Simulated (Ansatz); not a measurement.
# MoSe₂ in the 2H-MoS2 type structure (space group P6_3/mmc, No. 194; layered, stacked along the Cartesian z axis)

MoSe2 has the hexagonal space group P6₃/mmc (No. 194), Pearson symbol hP6. Cell: a = b = 3.2771 Å, c = 12.7318 Å, α = β = 90.00°, γ = 120.00°. Mo on 2c has 6 Se at 2.526 Å (trigonal prismatic). Se on 4f is surrounded by 3 Mo at 2.526 Å (trigonal pyramidal). (Neighbours: up to the widest gap in distance over summed covalent radii, below 1.35, at either atom; cation-cation and far metal-metal contacts left out.)

Computed with plane-wave PAW DFT at the PBE-D3(BJ) level (Ansatz, a program for electronic structure, 420 eV), no SOC. Settings: 12×12×3 k-points, 0.05 eV Fermi–Dirac smearing.

- Volume per atom: 19.74 Å³
- Density: 7.12 g/cm³
- Band gap: 0.74 eV, indirect, Γ → K–Γ (47 % along)
- Hole mass: 1.6 mₑ along c, 0.75 mₑ across
- Total energy: -5299.196 eV/atom (σ→0; compares only within this code and set-up)

Masses are band curvatures over ±0.01 Å⁻¹ around the edge. Gaps are Kohn–Sham eigenvalue differences; semilocal functionals usually give less than the measured gap. Whether these cells are dynamically stable was not tested.
